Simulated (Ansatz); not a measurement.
Start from CsPbCl$_{3}$ in the cubic perovskite structure (space group Pm-3m, No. 221; a = 5.5209 Å). Axes: x, y, z lie along the cube axes.

All numbers come from DFT with LDA, PAW potentials and a 420 eV plane-wave cutoff in Ansatz (a program for electronic structure), no SOC.

Strains are applied to the cell and any free atomic positions relax; under biaxial strain the out-of-plane vector relaxes too.

One change was made to it. Results:

| quantity | base | after |
|---|---|---|
| energy relative to the base (free energy F) | 0 meV/atom | +2.8 meV/atom |
| band gap | 1.53 eV | 1.39 eV |

Q: Name the change that was made.
A. biaxial strain −2.50 %, plane normal [111], relaxed out of plane
B. biaxial strain −0.50 %, plane normal [111], relaxed out of plane
C. biaxial strain −1.00 %, plane normal [111], relaxed out of plane
D. biaxial strain −1.50 %, plane normal [111], relaxed out of plane

A: A, biaxial strain −2.50 %, plane normal [111], relaxed out of plane. For comparison, the band gap in the other runs: biaxial strain −0.50 %, plane normal [111], relaxed out of plane gives 1.50 eV; biaxial strain −1.00 %, plane normal [111], relaxed out of plane gives 1.47 eV; biaxial strain −1.50 %, plane normal [111], relaxed out of plane gives 1.44 eV.

With Pb present, leaving out spin-orbit coupling can change the band edges. Whether these cells are dynamically stable was not tested. Many cubic perovskites are stable only at high temperature; tilts and polar distortions were not tested. This is not the structure that CsPbCl3 has at room temperature and ambient pressure.
